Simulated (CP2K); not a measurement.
A working CP2K input for Li₂Os (Fd-3m, 6 atoms in the cell) (DFT PBE, GPW, DZVP-MOLOPT-SR-GTH basis, GTH-PBE potentials (GTH_POTENTIALS)):

```
&GLOBAL
  PROJECT li2os
  RUN_TYPE ENERGY_FORCE
  PRINT_LEVEL LOW
&END GLOBAL
&FORCE_EVAL
  METHOD Quickstep
  STRESS_TENSOR ANALYTICAL
  &DFT
    BASIS_SET_FILE_NAME BASIS_MOLOPT
    POTENTIAL_FILE_NAME GTH_POTENTIALS
    &QS
      METHOD GPW
      EPS_DEFAULT 1E-10
    &END QS
    &MGRID
      CUTOFF 500
      REL_CUTOFF 50
      NGRIDS 5
    &END MGRID
    &SCF
      SCF_GUESS ATOMIC
      EPS_SCF 1E-6
      MAX_SCF 100
      ADDED_MOS 8
      &DIAGONALIZATION
        ALGORITHM STANDARD
      &END DIAGONALIZATION
      &MIXING
        METHOD BROYDEN_MIXING
        ALPHA 0.2
        NBUFFER 12
        BETA 1
      &END MIXING
      &SMEAR ON
        METHOD MARZARI_VANDERBILT
        SIGMA [eV] 0.272
      &END SMEAR
    &END SCF
    &KPOINTS
      SCHEME MONKHORST-PACK 5 5 5
    &END KPOINTS
    &XC
      &XC_FUNCTIONAL PBE
      &END XC_FUNCTIONAL
    &END XC
    &PRINT
      &MO
        EIGENVALUES T
        OCCUPATION_NUMBERS T
        NDIGITS 8
        FILENAME mo
        &EACH
          QS_SCF 0
        &END EACH
        ADD_LAST NUMERIC
      &END MO
      &MULLIKEN OFF
      &END MULLIKEN
    &END PRINT
  &END DFT
  &SUBSYS
    &CELL
      A 5.23188700 0.00000000 0.00000000
      B 2.61594400 4.53094700 0.00000000
      C 2.61594400 1.51031600 4.27181800
      PERIODIC XYZ
    &END CELL
    &COORD
      Li       1.30797188     0.75515788     0.53397725
      Li       3.92391537     0.75515788     0.53397725
      Li       2.61594387     3.02063138     0.53397725
      Li       2.61594388     1.51031588     2.66988625
      Os       7.84783125     4.53094725     3.20386350
      Os       5.23188750     3.02063150     2.13590900
    &END COORD
    &KIND Li
      BASIS_SET DZVP-MOLOPT-SR-GTH-q3
      POTENTIAL GTH-PBE-q3
    &END KIND
    &KIND Os
      BASIS_SET DZVP-MOLOPT-SR-GTH-q16
      POTENTIAL GTH-PBE-q16
    &END KIND
  &END SUBSYS
  &PRINT
    &FORCES ON
    &END FORCES
    &STRESS_TENSOR ON
    &END STRESS_TENSOR
  &END PRINT
&END FORCE_EVAL
```

The run converged in 12 iterations: free energy E − TS -5804.4903 eV; Fermi level (on the code's own zero) 4.78 eV; pressure -18.28 GPa. Each of these slips is then made, one at a time:

(1)
```diff
+      SCALED
```

(2)
```diff
-        BETA 1
+        BETA 0
```

**Question.** Predict the outcome of each change.

**Answer.** 
(1) Fractional and Cartesian coordinates mixed up. The run converged in 19 iterations without an error; against the sound input the free energy rises by 928 meV/atom, the pressure goes from -18.28 to 4.69 GPa and the largest force goes from 0.000 to 5.706 eV/Å.

(2) A screening parameter of zero in the density mixing. The program stopped before any SCF iteration, with the message: Mixing employing the Kerker damping factor needs BETA /= 0.0 qs_scf_initialization.F:740.

The starting cell was generated: these elements placed on a structure prototype, without a prior relaxation; it need not be a known phase or ordering of this composition. Spin polarisation is off. Values carry the incompleteness of an atom-centred basis. In the base run, with a pressure of about -18 GPa the cell is away from its equilibrium volume at this level.

Left out of this page: 2 runs of the series outside the window shown, repeating another row's setting, or not comparable; 2 runs of the series stopped by limits of time or memory.
